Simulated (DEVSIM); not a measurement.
Structure: W/Si3N4/p-Ge capacitor, at 300 K.

```csv
layer (left to right),material,thickness (nm),Na (cm⁻³)
1,Si3N4,5.40,-
2,Ge,1100,2.8e17
```

Metal gate on the left, work function 4.6 eV. Fixed charge at the semiconductor interface -2.1e10 cm⁻² (in units of +e); no interface traps.

The device is made up for the run: typed textbook-type constants, with dimensions and the other settings drawn at random. Values at 300 K.

| parameter | Si3N4 | Ge |
|---|---|---|
| gap (eV) | 5.1 | 0.664 |
| affinity (eV) | 2.1 | 4 |
| permittivity | 7.5 | 16 |
| Nc (cm⁻³) | - | 1.04e19 |
| Nv (cm⁻³) | - | 6e18 |

Model (solved in DEVSIM): 1D Poisson equation in equilibrium, Boltzmann statistics, complete ionisation; no quantum confinement or tunnelling. Metal contacts follow the ideal Schottky-Mott rule: no Fermi-level pinning, no interface dipoles.

The Si3N4 thickness was swept, all else fixed.

| Si3N4 thickness (μm) | threshold voltage (band bending 2φF) (V) | capacitance of the dielectric stack (μF/cm²) | minimum of the low-frequency capacitance (μF/cm²) |
|---|---|---|---|
| 0.0022 | 0.59 | 3.02 | 0.273 |
| 0.003 | 0.62 | 2.21 | 0.266 |
| 0.0038 | 0.65 | 1.75 | 0.256 |
| 0.0046 | [?] | 1.44 | [?] |
| 0.0054 | 0.71 | 1.23 | 0.241 |
| 0.0065 | 0.75 | 1.02 | 0.232 |

Question: Some entries are withheld; supply them.

Answer: 
- 0.0046, threshold voltage (band bending 2φF) (V): 0.68
- 0.0046, minimum of the low-frequency capacitance (μF/cm²): 0.250
